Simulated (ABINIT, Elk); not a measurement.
An ABINIT input for a self-consistent single point of CaS (Fm-3m, 2 atoms in the cell) (DFT, LDA (PW92), plane waves, PAW (JTH v2.0 LDA PAW)):

```
# CaS, JTH v2.0 LDA PAW
pp_dirpath "./"
pseudos "Ca.LDA_PW-JTH.xml, S.LDA_PW-JTH.xml"
acell 4.0980062377 4.0980062377 4.0980062377 Angstrom
rprim
        -0.0000000000    0.7071067812    0.7071067812
         0.7071067812   -0.0000000000    0.7071067812
         0.7071067812    0.7071067812    0.0000000000
natom 2
ntypat 2
znucl 20 16
typat 1 2
xred
         0.0000000000    0.0000000000    0.0000000000
         0.5000000000    0.5000000000    0.5000000000
ecut 42 Ry
pawecutdg 84 Ry
occopt 1
nband 12
kptopt 1
ngkpt 7 7 7
nshiftk 1
shiftk 0 0 0
nstep 50
tolvrs 1.0e-12
diemac 12
prtwf 0
prtden 0
enunit 1
```

### Question
Translate this input to Elk.

### Answer
One input that does it (others would too):

```
tasks
  0

xctype
  3

rgkmax
  8.0

gmaxvr
  14.0

nxlo
  2

lorbcnd
  .true.

lmaxi
  2

stype
  0

swidth
  0.0001

scale
  7.744109446

avec
    0.0000000000    0.7071067812    0.7071067812
    0.7071067812    0.0000000000    0.7071067812
    0.7071067812    0.7071067812    0.0000000000

sppath
  './'

atoms
  2   : nspecies
  'Ca.in'   : spfname
  1   : natoms; atposl, bfcmt below
  0.0000000000  0.0000000000  0.0000000000    0.0 0.0 0.0
  'S.in'   : spfname
  1   : natoms; atposl, bfcmt below
  0.5000000000  0.5000000000  0.5000000000    0.0 0.0 0.0

ngridk
  7 7 7
```

Basis, cutoffs, solver keys and any potentials are the target program's own. This input uses DFT, LDA (PW92), all-electron FP-LAPW, Elk's shipped species files, APW+lo basis with extra local orbitals. LDA parametrisations can differ slightly between programs.

The starting cell comes from a database of computed structures (which also holds hypothetical and non-ambient phases and stackings), without a prior relaxation at this level. Its lattice was rescaled by a random factor within 2.5 % of one.
